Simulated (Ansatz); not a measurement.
# Response to strain in BeTe

Base system: BeTe in the zinc blende structure (space group F-43m, No. 216; a = 5.604 Å). Axes: x, y, z lie along the cube axes.

Strains are applied to the cell and any free atomic positions relax; under biaxial strain the out-of-plane vector relaxes too.

Method: Kohn–Sham DFT with the PBEsol functional, run in Ansatz (an electronic-structure program) with PAW and 420 eV plane waves, without spin-orbit coupling.

| change | ratio −ε⊥/ε∥ | smallest direct gap | electron mass |
|---|---|---|---|
| base | – | 3.61 eV | 1.4 mₑ along k, 0.25 mₑ across (at X) |
| biaxial strain −3.00 %, plane normal [001], relaxed out of plane | 0.79 | 3.45 eV | 1.3 mₑ along k, 0.25 mₑ across (at X) |
| biaxial strain −2.50 %, plane normal [001], relaxed out of plane | 0.79 | 3.47 eV | 1.3 mₑ along k, 0.25 mₑ across (at X) |
| biaxial strain −2.00 %, plane normal [001], relaxed out of plane | 0.79 | 3.50 eV | 1.3 mₑ along k, 0.25 mₑ across (at X) |
| biaxial strain −0.50 %, plane normal [001], relaxed out of plane | – | 3.58 eV | 1.4 mₑ along k, 0.25 mₑ across (at X) |
| biaxial strain +0.50 %, plane normal [001], relaxed out of plane | – | 3.57 eV | 1.4 mₑ along k, 0.25 mₑ across (at X) |
| biaxial strain +1.50 %, plane normal [001], relaxed out of plane | 0.81 | 3.50 eV | 1.5 mₑ along k, 0.26 mₑ across (at X) |
| biaxial strain +2.00 %, plane normal [001], relaxed out of plane | 0.82 | 3.47 eV | 1.5 mₑ along k, 0.26 mₑ across (at X) |
| biaxial strain +2.50 %, plane normal [001], relaxed out of plane | 0.82 | 3.44 eV | 1.6 mₑ along k, 0.27 mₑ across (at X) |
| biaxial strain +3.00 %, plane normal [001], relaxed out of plane | 0.83 | 3.40 eV | 1.7 mₑ along k, 0.27 mₑ across (at X) |

Spin-orbit coupling, missing from the scalar runs, can matter with Te. Masses are band curvatures over ±0.01 Å⁻¹ around the edge. Along k means along the line from Γ to the band edge. Whether these cells are dynamically stable was not tested.
